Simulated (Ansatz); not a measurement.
The starting structures come from a database of crystals and need not be the phases stable at ambient conditions.

Inside the gap of an insulator the Bloch states are evanescent, with a wavenumber k + iκ along the transport direction.

Consider the following.

```
AlNaSe2
1.0
    6.34036     0.00000     0.00000
    0.00000     7.62340     0.00000
    3.17018    -3.81170     3.81170
Na Al Se
2 2 4
Direct
  0.25000   0.00000   0.00000
  0.75000   0.00000   0.00000
  0.25000   0.50000   0.00000
  0.75000   0.50000   0.00000
  0.66833   0.50000   0.66334
  0.33167   0.50000   0.33666
  0.16833   0.16334   0.66334
  0.83167   0.83666   0.33666
```

Space group of this cell: I4/mcm. The cell is taken as given.

Transport runs along the normal of the first two printed cell vectors, the (100) plane of the conventional cell.

The gap is the functional's own. No spin-orbit coupling. Mid-gap values are interpolated on the energy grid.

Question: Predict the band gap and the smallest decay constant κ at mid-gap from PBEsol run with Ansatz (a program for electronic structure).

Answer: Gap 2.14 eV on a 8×8×8 mesh; κ = 0.181 1/Å, at the zone centre.
